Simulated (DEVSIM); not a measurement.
# abrupt GaAs p-n junction

Structure: abrupt GaAs p-n junction, at 300 K.

```
layer (left to right)  material  thickness (μm)  Nd (cm⁻³)  Na (cm⁻³)  τn (s)   τp (s)
---------------------  --------  --------------  ---------  ---------  ------  -------
1                          GaAs            59.0          -     6.2e16  6.5e-9   6.5e-9
2                          GaAs            75.0     1.8e16          -  6.5e-9  1.9e-10
```

Left contact: ohmic. Right contact: ohmic. Voltage is applied to the left contact. Recombination: SRH at mid-gap, radiative. Mobility is μmin + (μ − μmin)/(1 + (N/Nref)^α).

The device is made up for the run: typed textbook-type constants, with dimensions and the other settings drawn at random. Values at 300 K.

```
parameter        GaAs
-------------  ------
gap (eV)        1.424
affinity (eV)    4.07
permittivity     12.9
Nc (cm⁻³)      4.7e17
Nv (cm⁻³)        9e18
μn (cm²/Vs)      8500
μp (cm²/Vs)       400
μn,min            500
μp,min             20
Nref,n           6e16
Nref,p         1.5e17
αn               0.39
αp               0.38
B (cm³/s)       2e-10
```

DEVSIM, 1D drift-diffusion, Boltzmann statistics, complete ionisation; no tunnelling, impact ionisation, image-force lowering or self-heating.

```
Property                                           Result
---------------------------------------------  ----------
Potential step across the device at zero bias     1.211 V
Largest field in the device at zero bias       67000 V/cm
Dark forward voltage at 1 A/cm²                   1.006 V
Dark forward voltage at 100 A/cm²                 1.411 V
```

Dark reverse current:

| V (V) | J (A/cm²) |
|---|---|
| -0.40 | -4.5e-10 |
| -1.00 | -8.6e-10 |
| -2.00 | -1.4e-9 |
| -3.00 | -1.8e-9 |
| -4.00 | -2.1e-9 |
| -6.00 | -2.7e-9 |
| -8.00 | -3.3e-9 |
| -10.00 | -3.8e-9 |
| -13.00 | -4.4e-9 |
| -16.00 | -5.0e-9 |
| -20.00 | -5.7e-9 |

Dark forward current:

(V (V), J (A/cm²)): (0.05, 3.6e-10); (0.20, 1.3e-8); (0.35, 2.8e-7); (0.50, 5.7e-6); (0.60, 4.4e-5); (0.75, 0.0011); (0.90, 0.041); (1.05, 3.5); (1.20, 33); (1.35, 79); (1.45, 110); (1.60, 170); (1.75, 240); (1.90, 320)
